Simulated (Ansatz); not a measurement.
Single solute atoms on Ru sites of hcp Ru, each beside a vacancy: the barrier for the solute to jump into the vacancy out of the basal plane, counted from the relaxed pair on adjacent sites of that sublattice. PBE (Ansatz, a first-principles code, plane waves to 420 eV, PAW), climbing-image NEB, 36 sites, 4×4×4 shifted along c, energies as single points at geometries from a coarser mesh; static nuclei, fixed cell, no finite-size correction. This jump alone does not carry the solute far: the vacancy must also move round it. All rows are spin-restricted. Spin-orbit coupling is left out.

The jump length is the distance between the solute's relaxed places before and after the jump, so it follows from relaxing the pair, without the band.

| Row | Solute | Jump length x (Å) | Barrier y (eV) |
|---|---|---|---|
| 1 | Os | 2.62 | 2.59 |
| 2 | Al | 2.51 | 0.79 |
| 3 | Ti | 2.43 | 0.71 |
| 4 | Au | 2.45 | 1.55 |
| 5 | Cu | 2.58 | 1.19 |
| 6 | Hf | 2.24 | 0.56 |
| 7 | Rh | 2.59 | ? |

### Question
Fit a straight line of barrier against jump length to rows 1 to 6, predict row 7, and compare with the computed barrier.

### Answer
Means: x̄ = 2.472 Å, ȳ = 1.232 eV. Sums of products of deviations: Sxx = 0.0911 Å², Sxy = 0.3505 eV Å, Syy = 2.8665 eV². Slope: Sxy/Sxx = 3.85 eV/Å; r² = Sxy²/(Sxx Syy) = 0.47; scatter about the line: √[(Syy − Sxy²/Sxx)/(6 − 2)] = 0.62 eV. Row 7: 1.232 + 3.85 × (2.59 − 2.472) ≈ 1.69 eV. The computed barrier is 2.11 eV, +0.42 eV from the line, within the scatter; the mean ȳ alone misses it by 0.88 eV.
